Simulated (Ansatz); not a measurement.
**zinc-blende GaP: the defect Zn on the Ga site**

These are PBE, PAW (plane waves to 420 eV; Ansatz, a quantum-chemistry and plane-wave program) values and carry that method's errors. Cell: 64 sites, 2×2×2; final energies on a 2×2×2 shifted mesh. Site at the start: the Ga site. Energies of charged states are corrected for periodic images (point charge plus alignment at distant sites). Dielectric constants: PBE linear response of the host. Host gap at this level: 1.57 eV. These values are not converged in cell size to better than tenths of an eV. The semilocal functional narrows the gap, so deep levels can fall outside it. Spin–orbit coupling is left out. Each state is the lowest found from its start.

Formation energies E_f are given with the Fermi level at the valence-band maximum. Chemical conditions: P-rich (Δμ(Ga) = -0.86 eV, Δμ(Zn) = -0.83 eV, bounded by ZnP2 (P4_32_12); only phases computed here count, gases as isolated molecules at 0 K). Reference phases: Ga: alpha gallium, Zn: hcp Zn.

Charges from +1 to −1 were run; one beyond them could lie lower near a band edge.

```tsv
charge	moment (μB)	largest move off a lattice site (Å)	image correction with alignment (eV)	E_f, P-rich (eV)
+1*	not spin-polarised	0.02	–	–
0*	fractional	0.03	–	–
−1	not spin-polarised	0.03	0.16	0.98
```

* At this level the carrier isn't localised at the defect: at charge +1 holes occupy the valence band; at charge 0 holes occupy the valence band. Such a state is shallow or no state of the defect, and this cell gives it no level.

Starting moments that weren't kept: charge 0 began with 1 μB and ended with 0.5.
